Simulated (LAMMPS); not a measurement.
MD of TiO2 (anatase) at zero pressure, 600 atoms, as a crystal; each row is its own run.

Method: classical MD, Buckingham potential of Matsui and Akaogi, Mol. Simul. 6, 239 (1991), as tabulated by Reinhardt, J. Chem. Phys. 151, 064505 (2019), used with rigid ions (no shells), PPPM sums, short-range terms cut at 10 Å, modified for these runs by an r^-4 repulsive force inside the short-range force's maximum, run in LAMMPS.

```
T (K)  enthalpy (eV/atom)
-----  ------------------
200               -13.107
300               -13.081
940               -12.910
1580              -12.733
1890              -12.647
2200              -12.554
2520              -12.458
```

Fit a straight line, y = a + b x, to these rows (x is the first column, y the second) and predict the run at x = 1260.

Least squares gives a = -13.167 and b = 0.0002782. At x = 1260 the fit predicts -12.816 eV/atom. The run itself gave -12.8237 ± 0.0009 eV/atom, so the fit is 8 meV/atom high.

Caution: in nature this polymorph isn't the stable one over the whole range of temperature at this pressure, and short runs keep a crystal in its starting form.

Caution (rows 940; 1260; 1580; 1890; 2200; 2520): a run this short can hold a crystal over, or a liquid under, the potential's own melting point, which these runs don't give.
